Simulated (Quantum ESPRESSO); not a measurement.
The steps of a band-structure calculation for ZnAg (Pm-3m, 2 atoms in the cell) with Quantum ESPRESSO.

Method of the run: LDA (PZ), GBRV 1.5 ultrasoft (LDA) pseudopotentials (plane waves; Quantum ESPRESSO 7.5).

Step 1 (scf):

```fortran
&control
  calculation = 'scf',
  prefix = 'run',
  outdir = './tmp',
  pseudo_dir = './',
  tprnfor = .true.,
  tstress = .true.,
/
&system
  ibrav = 0,
  celldm(1) = 5.9310358332,
  nat = 2,
  ntyp = 2,
  ecutwfc = 50,
  ecutrho = 400,
  occupations = 'smearing',
  smearing = 'gauss',
  degauss = 0.0073499,
/
&electrons
  conv_thr = 1.0d-10,
/
ATOMIC_SPECIES
Zn    65.3800  zn_lda_v1.uspp.F.UPF
Ag   107.8682  ag_lda_v1.4.uspp.F.UPF
ATOMIC_POSITIONS crystal
Zn    0.5000000000    0.5000000000    0.5000000000
Ag    0.0000000000    0.0000000000    0.0000000000
K_POINTS automatic
9 9 9  0 0 0
CELL_PARAMETERS alat
   1.0000000000     0.0000000000     0.0000000000
   0.0000000000     1.0000000000     0.0000000000
   0.0000000000     0.0000000000     1.0000000000
```

Step 2 (bands):

```fortran
&control
  calculation = 'bands',
  prefix = 'run',
  outdir = './tmp',
  pseudo_dir = './',
  verbosity = 'high',
/
&system
  ibrav = 0,
  celldm(1) = 5.9310358332,
  nat = 2,
  ntyp = 2,
  ecutwfc = 50,
  ecutrho = 400,
  occupations = 'smearing',
  smearing = 'gauss',
  degauss = 0.0073499,
  nbnd = 27,
/
&electrons
  conv_thr = 1.0d-10,
  startingwfc = 'random',
  diago_thr_init = 1.0d-6,
  diagonalization = 'cg',
/
ATOMIC_SPECIES
Zn    65.3800  zn_lda_v1.uspp.F.UPF
Ag   107.8682  ag_lda_v1.4.uspp.F.UPF
ATOMIC_POSITIONS crystal
Zn    0.5000000000    0.5000000000    0.5000000000
Ag    0.0000000000    0.0000000000    0.0000000000
K_POINTS crystal_b
8
  0.00000000   0.00000000   0.00000000  10  ! G
  0.00000000   0.50000000   0.00000000  10  ! X
  0.50000000   0.50000000   0.00000000  14  ! M
  0.00000000   0.00000000   0.00000000  17  ! G
  0.50000000   0.50000000   0.50000000  14  ! R
  0.00000000   0.50000000   0.00000000   1  ! X
  0.50000000   0.50000000   0.00000000  10  ! M
  0.50000000   0.50000000   0.50000000   1  ! R
CELL_PARAMETERS alat
   1.0000000000     0.0000000000     0.0000000000
   0.0000000000     1.0000000000     0.0000000000
   0.0000000000     0.0000000000     1.0000000000
```

Step 3 (bands.x):

```fortran
&bands
  prefix = 'run',
  outdir = './tmp',
  filband = 'bands.dat',
  lsym = .false.,
/
```

Output of bands (abridged):

```
     Atomic positions and unit cell read from directory:
     ./tmp/run.save/

     Message from routine setup:
     using ibrav=0 with symmetry is DISCOURAGED, use correct ibrav instead
     G-vector sticks info
     --------------------
     sticks:   dense  smooth     PW     G-vecs:    dense   smooth      PW
     Sum        1117     561    177                28257     9939    1791

     bravais-lattice index     =            0
   [... lines left out ...]
     unit-cell volume          =     208.6372 (a.u.)^3
   [... lines left out ...]
        k(    1) = (   0.0000000   0.0000000   0.0000000), wk =   0.0259740
        k(    2) = (   0.0000000   0.0500000   0.0000000), wk =   0.0259740
        k(    3) = (   0.0000000   0.1000000   0.0000000), wk =   0.0259740
   [... 74 lines left out ...]

     Dense  grid:    28257 G-vectors     FFT dimensions: (  40,  40,  40)

     Smooth grid:     9939 G-vectors     FFT dimensions: (  27,  27,  27)

     The potential is recalculated from file :
     ./tmp/run.save/charge-density

     Band Structure Calculation
     CG style diagonalization

     ethr =  1.00E-06,  avg # of iterations = 26.2

     End of band structure calculation

          k = 0.0000 0.0000 0.0000 (  1237 PWs)   bands (ev):

  -109.3634 -76.2881 -63.9837 -63.9837 -63.9837 -39.8139 -39.8139 -39.8139
     6.5561   8.1969   8.1969   8.8099   8.8099   8.8100  10.7083  10.7083
    11.8890  11.8890  11.8890  21.5064  21.5064  21.5064  26.4893  27.4852
    27.4852  35.6953  35.6953

          k = 0.0000 0.0500 0.0000 (  1245 PWs)   bands (ev):

  -109.3635 -76.2880 -63.9838 -63.9837 -63.9837 -39.8147 -39.8138 -39.8138
     6.5981   8.2063   8.2072   8.8092   8.8092   8.8133  10.7023  10.7182
    11.8656  11.8656  11.8856  21.1369  21.5781  21.5781  26.6541  27.4826
    27.7647  35.4744  35.6417

   [... 75 blocks of this kind left out ...]
```

Output of bands.x (abridged):

```
     Reading xml data from directory:

     ./tmp/run.save/

     G-vector sticks info
     --------------------
     sticks:   dense  smooth     PW     G-vecs:    dense   smooth      PW
     Sum        1117     561    177                28257     9939    1791

     Reading collected, re-writing distributed wavefunctions
     high-symmetry point:  0.0000 0.0000 0.0000   x coordinate   0.0000
     high-symmetry point:  0.0000 0.5000 0.0000   x coordinate   0.5000
     high-symmetry point:  0.5000 0.5000 0.0000   x coordinate   1.0000
     high-symmetry point:  0.0000 0.0000 0.0000   x coordinate   1.7071
     high-symmetry point:  0.5000 0.5000 0.5000   x coordinate   2.5731
     high-symmetry point:  0.0000 0.5000 0.0000   x coordinate   3.2802
     high-symmetry point:  0.5000 0.5000 0.0000   x coordinate   3.2802
     high-symmetry point:  0.5000 0.5000 0.5000   x coordinate   3.7802

     Plottable bands (eV) written to file bands.dat.gnu
     Bands written to file bands.dat

   JOB DONE.
```

The starting cell comes from a database of computed structures (which also holds hypothetical and non-ambient phases and stackings), without a prior relaxation at this level. Its lattice was rescaled by a random factor within 2.5 % of one.
